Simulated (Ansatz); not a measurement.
The starting structures come from a database of crystals and need not be the phases stable at ambient conditions.

 Where the default PAW files enter, the runs use the earlier of Ansatz's two default sets.

The decay constant κ of evanescent states in the gap governs leakage through a thin film.

Here is the system:

```
CELL_PARAMETERS angstrom
      5.92364     0.00434     0.02132
     -0.68335     5.88409     0.02132
      0.73592     0.82694     7.51625
ATOMIC_POSITIONS crystal
  Hg 0.14169 0.41004 0.16659
  Hg 0.85831 0.58996 0.83341
  Hg 0.58996 0.85831 0.33341
  Hg 0.41004 0.14169 0.66659
  P  0.05972 0.17652 0.52239
  P  0.94028 0.82348 0.47761
  P  0.82348 0.94028 0.97761
  P  0.17652 0.05972 0.02239
  P  0.19595 0.80405 0.25000
  P  0.80405 0.19595 0.75000
  Cl 0.62923 0.37077 0.25000
  Cl 0.37077 0.62923 0.75000
```

Space group of this cell: C2/c. The cell was relaxed by PBE-D3(BJ); by PBEsol its mean pressure is -0.8 GPa.

Transport runs along the normal of the first two printed cell vectors.

No gap correction and no spin-orbit coupling; mid-gap values are interpolated between computed energies.

Question: State the band gap and the smallest decay constant κ at mid-gap according to PBEsol run with Ansatz (a program for electronic structure).

Answer: Gap 1.13 eV on a 6×6×4 mesh; κ = 0.154 1/Å, at (-0.333, 0.333) of the in-plane reciprocal vectors. At the zone centre, at the nearest computed energy, the slowest state has κ = 0.17 1/Å.
